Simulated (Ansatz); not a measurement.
CsCl-type AuZn (cubic form, which distorts at low temperature) was calculated with BLYP (Ansatz, an electronic-structure program, plane waves, PAW).

Input:

Ansatz 0.2 input:
```yaml
crystal:
  lattice:
    - [-3.147, 0.0, 0.0]
    - [0.0, -3.147, 0.0]
    - [0.0, 0.0, -3.147]
  atoms:
    - { symbol: Zn, position: [0.5, 0.5, 0.5] }
    - { symbol: Au, position: [0.0, 0.0, 0.0] }
basis:
  ecutwfc: 520
  ecutrho_ratio: 4
  xc_grid: 2
kpoints:
  mp_grid: { grid: [18, 18, 18] }
hamiltonian:
  xc: blyp
  dispersion: none
  pseudopotentials: { kind: paw }
scf:
  occupations: { method: fermi_dirac, width: 0.05 }
  convergence: { dr2_threshold: 0.0000000002 }
output:
  forces: true
  stress: true
  eigenvalues: true
```

Excerpt of the program's output:

```
Crystal: 2 atoms, lattice volume = 31.167 Å³
Basis set: ecut = 520 eV, 847 PW (Γ), exchange–correlation on 48×48×48 points (8 copies of the dense FFT grid, shifted against one another)
Bands: 20, of which v1, the nominal top of the filled ones, is band 16 counted from 1 (15 counted from 0)
Symmetry: 48 space group operations
Space group: Pm-3m (ITA 221), of the structure as read, at distance tolerance 3.1e-5 Å
k-points: 220 of 5832
Functional: x = b88, c = lyp
SCF iter   1: F=—  HF=-16504.672555 eV  |F-HF|=—  |Δ(HF+E_count)|=         —  Δρ=7.71e-3  dr2=2.05e-2
SCF iter   2: F=—  HF=-16504.671045 eV  |F-HF|=—  |Δ(HF+E_count)|=   1.51e-3  Δρ=4.44e-3  dr2=5.77e-3
  ...
SCF iter   8: F=—  HF=-16504.671085 eV  |F-HF|=—  |Δ(HF+E_count)|=  7.60e-10  Δρ=9.61e-7  dr2=2.43e-10
SCF iter   9: F=-16504.671085 eV  HF=-16504.671085 eV  |F-HF|=1.09e-11  |Δ(HF+E_count)|=  9.82e-11  Δρ=1.22e-7  dr2=2.90e-12
SCF 1 converged in 9 iterations: F = -16504.671085 eV  dr2 = 2.90e-12
SCF converged after 9 iterations
Free energy (F): -16504.671085 eV
Internal energy: -16504.667739 eV  (E = F + TS)
E sigma→0 (E₀):  -16504.669412 eV
Fermi energy:    17.619677 eV
--- Forces (eV/Å), atoms counted from 1 ---
  atom   1  Zn    -0.00000000     0.00000000    -0.00000000
  atom   2  Au     0.00000000     0.00000000     0.00000000
--- Stress (GPa, compression-positive) ---
       13.665076       0.000000       0.000000
       -0.000000      13.665076       0.000000
        0.000000       0.000000      13.665076
  P = ⅓ Tr σ = 13.6651 GPa (136.651 kbar)
```

The PAW data were made under PBE.

Note: symmetry holds this phase in the static calculation, where it need not be a minimum. Note: cell and atoms aren't relaxed at this level (pressure 13.7 GPa).

Cost on a shared machine: very roughly 9 core-seconds.
